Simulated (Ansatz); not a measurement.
```
NaF
1.0
    3.17505     0.00000     0.00000
    0.00000     3.17505     0.00000
    1.58753    -1.58753     2.34720
Na F
1 1
Cartesian
  0.00000   0.00000   0.00000
  1.58753   1.58753   0.00000
```

No spin polarisation.

Level of theory: PBEsol in Ansatz (plane waves to 420 eV, PAW, without spin-orbit coupling). Γ-centred 12×12×12 mesh, Fermi–Dirac width 0.05 eV.

Q: Predict the band gap, valence-band top at Γ, gap character and pressure.

A: The band gap comes out as 6.44 eV, the valence-band top at Γ (three highest levels, from the VBM) is 0.00, 0.00, -0.01 eV and the gap character comes out as direct at Γ. The pressure (mean of the normal stresses, compression positive) comes out as 2.81 GPa.

The cells carry an imposed strain or load. Whether these cells are dynamically stable was not tested. The cell was made from NaF in the rock salt structure (space group Fm-3m, No. 225) by this change: biaxial strain −3.00 %, plane normal [001], relaxed out of plane.

Ansatz is an electronic-structure program.
